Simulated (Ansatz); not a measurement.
AlN: pressure series

Consider AlN in the zinc blende structure (space group F-43m, No. 216; a = 4.370 Å).

Cell and atoms are relaxed at each pressure.

Method: plane-wave PAW DFT at the r2SCAN level (Ansatz, a quantum-chemistry and plane-wave program, 500 eV), scalar-relativistic without spin-orbit coupling.

Notes on the quantities. enthalpy: H = E + PV relative to the base's energy.

```
case              width of the top valence band  shortest interatomic distance       enthalpy
----------------  -----------------------------  -----------------------------  -------------
base                                    2.68 eV                        1.892 Å              –
pressure −2 GPa                         2.66 eV                        1.898 Å  -0.13 eV/atom
pressure −1 GPa                         2.67 eV                        1.895 Å  -0.07 eV/atom
pressure 0.3 GPa                        2.68 eV                        1.891 Å  +0.02 eV/atom
pressure 0.7 GPa                        2.69 eV                        1.890 Å  +0.05 eV/atom
pressure 1.5 GPa                        2.69 eV                        1.888 Å  +0.10 eV/atom
pressure 3 GPa                          2.71 eV                        1.883 Å  +0.19 eV/atom
pressure 5 GPa                          2.73 eV                        1.878 Å  +0.32 eV/atom
pressure 7.5 GPa                        2.75 eV                        1.871 Å  +0.48 eV/atom
pressure 10 GPa                         2.77 eV                        1.865 Å  +0.64 eV/atom
```

The levels and masses belong to the bands next to the band gap. Load acts through the strain it causes; cell and atoms are relaxed under it. Stability against distortions was not tested. Tetrahedral semiconductors of this kind turn to denser phases somewhere between about 1 and 50 GPa; those were not computed, so compressed cells here can lie past the real transition. This is not the structure that AlN has at room temperature and ambient pressure.
